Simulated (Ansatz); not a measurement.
CdS, response to strain

Consider CdS in the zinc blende structure (space group F-43m, No. 216; a = 5.8777 Å).

Strains are applied to the cell and any free atomic positions relax.

Level of theory: DFT with r2SCAN, PAW potentials and a 500 eV plane-wave cutoff in Ansatz (a quantum-chemistry and plane-wave program), no SOC.

```csv
variant,band gap,volume per atom,pressure
base,1.54 eV,25.38 Å³,0.01 GPa
isotropic strain +0.50 %,1.51 eV,25.76 Å³,-0.87 GPa
isotropic strain +1.00 %,1.47 eV,26.15 Å³,-1.69 GPa
isotropic strain +1.50 %,1.44 eV,26.54 Å³,-2.44 GPa
isotropic strain +2.00 %,1.40 eV,26.94 Å³,-3.14 GPa
isotropic strain +2.50 %,1.37 eV,27.33 Å³,-3.80 GPa
isotropic strain +3.00 %,[?],27.74 Å³,[?]
```

**Question.** Complete the table.

**Answer.** 
- isotropic strain +3.00 %, band gap: 1.33 eV
- isotropic strain +3.00 %, pressure: -4.40 GPa

No phonon test of stability was made.
